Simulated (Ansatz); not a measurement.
# NiSi with two functionals, biaxial strain −1.17 %, plane normal [001], relaxed out of plane

Consider NiSi (space group Pnma, No. 62; a = 5.190 Å, b = 3.350 Å, c = 5.624 Å; non-magnetic). Axes: x, y, z lie along a, b, c of the conventional cell.

(Cell as relaxed with PBE.)

Levels (all Ansatz, a program for electronic structure, PAW): PBE (420 eV, spin-orbit coupling left out); r2SCAN (500 eV, without spin-orbit coupling).

Each level relaxes its own structure.

| base | PBE | r2SCAN |
|---|---|---|
| volume per atom | 12.22 Å³ | 11.90 Å³ |
| band gap | zero | zero |

One thing is altered: compressive biaxial strain of 1.17 % in the plane normal to [001], as in epitaxy on a mismatched substrate; the out-of-plane cell vector and the atoms relax.

```json
[
 {"quantity": "pressure (mean of the normal stresses, compression positive)", "PBE": "2.4 GPa", "r2SCAN": "2.4 GPa"},
 {"quantity": "volume per atom", "PBE": "12.08 Å³", "r2SCAN": "11.77 Å³"},
 {"quantity": "band gap", "PBE": "zero", "r2SCAN": "zero"}
]
```

PBE's volume per atom lies 0.31 Å³ above r2SCAN's (2.6 %); the two agree on the pressure and band gap. Neither level is exact; r2SCAN is the comparison here, not a measurement.

Without a gap, meshes like the base's 9×14×8 leave anisotropic stresses uncertain by several tenths of a GPa, and small strain energies with them. No phonon test of stability was made. Starting moments died away, wholly or in part, for the base; another magnetic solution may exist. The final runs are not spin-polarised.
